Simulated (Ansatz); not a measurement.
Cubic perovskite BaHfO3 was calculated with PBE0 (PAW; Ansatz, an electronic-structure program).

Settings: plane-wave cutoff 460 eV, 6×6×6 k mesh, Fermi–Dirac smearing 0.01 eV, scalar-relativistic PAW data made under PBE.

The cell has the measured lattice: a = 4.1710 Å, b = 4.1710 Å, c = 4.1710 Å, α = 90.00°, β = 90.00°, γ = 90.00°.

**Question.** What does this level give for the band gap and smallest direct gap on the k points sampled?

**Answer.** 
- band gap = 5.94 eV (on the SCF k mesh)
- smallest direct gap on the k points sampled = 6.09 eV

Note: cell and atoms aren't relaxed at this level (pressure 0.5 GPa).

Spin–orbit coupling is not included.

Static lattice: no zero-point or thermal effects.

It cost around 5 core-minutes (rough) of CPU time.
